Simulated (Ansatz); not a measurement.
Bond-angle distributions (per cent of the angles at each element, bins of 10°) of a relaxed model of amorphous Sn$_{12}$Sb$_{24}$Te$_{12}$ at 6.87 g/cm³. Method: PBE-D3(BJ), scalar-relativistic without spin-orbit coupling, PAW (Ansatz default set, large-core Te) (plane waves to 420 eV; Ansatz, a quantum-chemistry and plane-wave program).

Preparation: random packing, a CHGNet melt and quench, and a DFT relaxation. The hot cell started wider than the set density and was brought back towards it in steps. It is the lowest in DFT energy of 3 quenches. It is a model cell: composition and starting density were chosen by hand, and all elements were melted together. The geometry includes D3(BJ) dispersion. Its density started from a set value of 6.48 and ended at 6.87 g/cm³. The simulated quench (nominally 79 K/ps over its main leg) is rapid and tends to freeze in more defects than a deposited or slowly cooled glass has. A cell of this size samples the disorder only roughly. Volume and shape were free in the relaxation. Stress components on the final sampling reach 0.9 GPa. On a 2×2×2 Γ-centred mesh force components of up to 0.36 eV/Å stay, since the relaxation ran on one k-point at (1/4, 1/4, 1/4).

Cut-offs for bonds: Sn-Sn 3.34 Å, Sn-Sb 3.44 Å, Sn-Te 3.42 Å, Sb-Sb 3.34 Å, Sb-Te 3.40 Å, Te-Te 3.31 Å.

| angle (°) | at Sn | at Sb | at Te |
|---|---|---|---|
| 50-60 | 3 | 3 | 2 |
| 60-70 | 6 | 6 | 4 |
| 70-80 | 9 | 13 | 9 |
| 80-90 | 27 | 18 | 21 |
| 90-100 | 18 | 19 | 24 |
| 100-110 | 8 | 9 | 10 |
| 110-120 | 5 | 6 | 6 |
| 120-130 | 5 | 4 | 4 |
| 130-140 | 3 | 3 | 4 |
| 140-150 | 2 | 6 | 5 |
| 150-160 | 5 | 6 | 6 |
| 160-170 | 7 | 4 | 5 |
| 170-180 | 3 | 3 | 2 |

They go with these counts of neighbours within the cut-offs, cation contacts included: Sn mean 5.8, most often 6; Sb mean 5.5, most often 6; Te mean 4.7, most often 5.
